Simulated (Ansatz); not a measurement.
An Ansatz (a quantum-chemistry and plane-wave program) run: W with a change (tensor shear ε_xy = +0.86 %); r2SCAN, PAW, 500 eV (Ansatz; without spin-orbit coupling).

Input:

Ansatz 0.2 input:
```yaml
crystal:
  lattice:
    - [-1.5707908893, 1.5707908893, 1.5844168744]
    - [1.5707908893, -1.5707908893, 1.5844168744]
    - [1.5980428595, 1.5980428595, -1.5844168744]
  atoms:
    - { symbol: W, position: [0, 0, 0] }
basis: { ecutwfc: 500, ecutrho_ratio: 4, xc_grid: 4, fft_grid_basis: typed }
kpoints: { mp_grid: { grid: [29, 29, 29] } }
hamiltonian:
  xc: r2scan
  dispersion: none
  pseudopotentials: { kind: paw }
scf: { occupations: { method: fermi_dirac, width: 0.1 }, convergence: { dr2_threshold: 0.0000000001 } }
relax: { f_tol: 0.005, max_steps: 50 }
output: { forces: true, stress: true }
checkpoint: { write: state.ck, write_every: 1000 }
```

Output (explanatory and most iteration lines left out):

```
Relaxation: its limit of steps is 50 (relax.max_steps)
Pseudopotential: W, paw, valence charge 14
Crystal: 1 atoms, lattice volume = 15.909 Å³
Basis set: ecut = 500 eV, 381 PW (Γ), exchange–correlation on 80×80×96 points (64 copies of the dense FFT grid, shifted against one another)
Bands: 11, of which v1, the nominal top of the filled ones, is band 7 counted from 1 (6 counted from 0)
Symmetry: 8 space group operations
Space group: Fmmm (ITA 69), of the structure as read, at distance tolerance 2.5e-5 Å
k-points: 3375 of 24389
Functional: x = r2scan, c = r2scan; τ floored in thin density (d = 2e-4 eV/Å³)
SCF iter   1: F=—  HF=-10397.286133 eV  |F-HF|=—  |Δ(HF+E_count)|=         —  Δρ=6.25e-3  dr2=2.00e-3  dr2_τ=5.20e-2  ethr=1.77e-3  ⟨swp⟩=5.0  Hψ=219451  notcnv=0
SCF iter   2: F=—  HF=-10397.302810 eV  |F-HF|=—  |Δ(HF+E_count)|=   1.67e-2  Δρ=3.61e-3  dr2=4.69e-4  dr2_τ=1.19e-4  ethr=1.43e-5  ⟨swp⟩=2.3  Hψ=84574  notcnv=0
SCF 1 converged in 7 iterations: F = -10397.303425 eV  dr2 = 1.39e-11
relax step   1: F+E_penalty+E_count = -10397.30342495 eV  Δ(F+E_penalty+E_count) = +0.000e0 eV  max|allowed force component| = 0.000e0 eV/Å  Δτ_max = 0.0000 Å  (7 SCF iters, accepted)
Crystal: 1 atoms, lattice volume = 15.909 Å³
SCF iter   1: F=—  HF=-10397.303425 eV  |F-HF|=—  |Δ(HF+E_count)|=         —  Δρ=5.31e-7  dr2=1.39e-11  dr2_τ=3.91e-12  ethr=1.00e-12  ⟨swp⟩=1.1  Hψ=225341  notcnv=0
SCF iter   2: F=-10397.303425 eV  HF=-10397.303425 eV  |F-HF|=7.28e-12  |Δ(HF+E_count)|=  9.09e-12  Δρ=2.90e-7  dr2=4.04e-12  dr2_τ=4.95e-13  ethr=1.00e-12  ⟨swp⟩=3.9  Hψ=104125  notcnv=0
SCF 2 converged in 2 iterations: F = -10397.303425 eV  dr2 = 4.04e-12
SCF converged after 2 iterations
Free energy (F): -10397.303425 eV
Internal energy: -10397.289368 eV  (E = F + TS)
E sigma→0 (E₀):  -10397.296396 eV
Entropy (-TS):   -0.014057 eV (-14.057 meV/atom)
Fermi energy:    22.374541 eV
--- Forces (eV/Å), atoms counted from 1 ---
  atom   1  W      0.00000000     0.00000000     0.00000000
--- Stress (GPa, compression-positive) ---
        0.060131      -2.595980      -0.000000
       -2.595980       0.060131      -0.000000
       -0.000000      -0.000000       0.095177
  P = ⅓ Tr σ = 0.0718 GPa (0.718 kbar)
--- Relaxed structure (1 steps of the walk, 1 accepted, 0 SCFs on fresh bases) ---
  atoms:
    - { symbol: W, position: [0.0, 0.0, 0.0] }
```

The cells carry an imposed strain or load. Whether these cells are dynamically stable was not tested. The final runs are not spin-polarised. The cell was made from W in the bcc (W type) structure (space group Im-3m, No. 229) by this change: tensor shear ε_xy = +0.86 %.
